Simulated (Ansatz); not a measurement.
## SnAs (Fm-3m): band-structure transport figures

```xyz
2
Lattice="0.0000 2.8580 2.8580 2.8580 0.0000 2.8580 2.8580 2.8580 0.0000" Properties=species:S:1:pos:R:3 pbc="T T T"
Sn     2.8580     2.8580     2.8580
As     0.0000     0.0000     0.0000
```

Computed with PBEsol, rigid bands (plane waves, PAW, scalar-relativistic; Ansatz, a program for electronic structure). How the cell was made: cell and atoms relaxed with PBEsol.

| Quantity | Value |
|---|---|
| density of states at the Fermi level | 0.636 states/(eV·cell), both spins |
| bare Sommerfeld coefficient | 0.75 mJ/(mol of atoms·K²) |
| Drude plasma energy | 8.9 eV |
| root-mean-square Fermi velocity | 1.5e6 m/s |
| resistivity times τ | 6.2 ×10⁻²² Ω·m·s |

A metal at this level (no band gap); rigid bands, thermally averaged at 300 K, both spins. Spin-orbit coupling is left out. τ is one relaxation time for all states.

Formula and space group known from diffraction (Crystallography Open Database), not checked to be the room-temperature form: SnAs (Fm-3m).
